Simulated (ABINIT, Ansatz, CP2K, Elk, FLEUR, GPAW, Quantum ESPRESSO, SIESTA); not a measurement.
**Code comparison for MnS (Fm-3m, 4 atoms in the cell)**

Self-consistent single point.

```yaml
crystal:
  lattice:
    - [5.22000, 2.61000, 2.61000]
    - [2.61000, 5.22000, 2.61000]
    - [2.61000, 2.61000, 5.22000]
  atoms:
    - { symbol: Mn, position: [0.00000, 0.00000, 0.00000], spin: 5.0 }
    - { symbol: Mn, position: [0.50000, 0.50000, 0.50000], spin: -5.0 }
    - { symbol: S, position: [0.25000, 0.25000, 0.25000] }
    - { symbol: S, position: [0.75000, 0.75000, 0.75000] }
```
(The spins are starting values, not results.)

All programs got the same cell, k-point mesh and kind of occupations, and the same starting moments (in Ansatz's words: kpoints.mp_grid.grid = 4 4 4; magnetization.spin_polarized = true; scf.occupations.method = fermi_dirac; scf.occupations.width = 0.02 eV); potentials, basis and cutoffs are each program's usual ones.

```json
[
 {"code": "Quantum ESPRESSO", "model": "PBE, SSSP 1.1.2 efficiency (PBE) pseudopotentials", "pressure (GPa)": "-3.42", "gap on the mesh (eV)": "0.916", "k-points": "13", "cutoff": "50 Ry"},
 {"code": "CP2K", "model": "PBE, GPW, DZVP-MOLOPT-SR-GTH basis, GTH-PBE potentials (GTH_POTENTIALS)", "pressure (GPa)": "-3.46", "gap on the mesh (eV)": "1.180", "k-points": "36", "cutoff": "grid 600 Ry"},
 {"code": "GPAW", "model": "PBE, GPAW PAW datasets PBE (gpaw-data 1.0.1)", "pressure (GPa)": "-3.27", "gap on the mesh (eV)": "0.875", "k-points": "13", "cutoff": "850 eV"},
 {"code": "ABINIT", "model": "PBE, PAW (JTH v2.0 PBE PAW)", "pressure (GPa)": "-3.33", "gap on the mesh (eV)": "0.887", "k-points": "13", "cutoff": "60 Ry"},
 {"code": "Elk", "model": "PBE, all-electron FP-LAPW, Elk's shipped species files, APW+lo basis with extra local orbitals", "pressure (GPa)": "–", "gap on the mesh (eV)": "0.860", "k-points": "13", "cutoff": "rgkmax 8"},
 {"code": "SIESTA", "model": "GGA PBE, numerical atomic orbitals DZP, PseudoDojo PBE standard norm-conserving potentials (rewritten from UPF to PSML)", "pressure (GPa)": "-4.74", "gap on the mesh (eV)": "1.305", "k-points": "44", "cutoff": "grid 400 Ry"},
 {"code": "Ansatz", "model": "PBE, default PAW files", "pressure (GPa)": "-3.38", "gap on the mesh (eV)": "0.888", "k-points": "13", "cutoff": "default"},
 {"code": "FLEUR", "model": "PBE, all-electron FLAPW (FLEUR), scalar-relativistic valence", "pressure (GPa)": "–", "gap on the mesh (eV)": "0.888", "k-points": "13", "cutoff": "Kmax 4.4 1/bohr"}
]
```

A dash marks a value that a program does not give, or that is left out as unsure.

Gaps are read on the mesh.

The spread over the programs that give each value: pressure within 1.47 GPa; gap on the mesh within 0.445 eV.

The starting cell has typed, rounded lattice constants, without a prior relaxation at this level. On Ansatz's run: The magnetic order is the one reached from the typed start; others were not searched systematically. In the base run, with a pressure of about -3 GPa the cell is away from its equilibrium volume at this level.

Why do the programs differ, and what cannot be compared?

Differences of this kind can come from the potentials, where these differ, and from what each basis and cutoff leave unconverged. The zero of total energies and Fermi levels follows the potentials and each program's conventions, so they are not compared here. CP2K and SIESTA use small atom-centred bases, whose incompleteness enters pressures, forces and empty levels differently from a plane-wave cutoff. Elk and FLEUR treat all electrons, but the usual bases taken here (sphere radii, linearisation, local orbitals, empty states) were not tested for convergence, so the values are no reference for the others. Ansatz's pressure is given at a fixed set of plane waves, as the other plane-wave codes print theirs; with its correction for the finite basis it is -3.35 GPa. Site moments depend on each program's spheres or projections; the total moment of the cell does not. The programs reduce the same mesh by symmetry to different extents, which changes the work and not the result. In the pressure, SIESTA (by 1.38) lies more than 1 GPa from the median of the plane-wave programs. In the gap, CP2K (by 0.293) and SIESTA (by 0.418) lie more than 0.12 eV from the median of the plane-wave programs.

Ansatz is a program for electronic structure.

Keys are those of Ansatz 0.2.
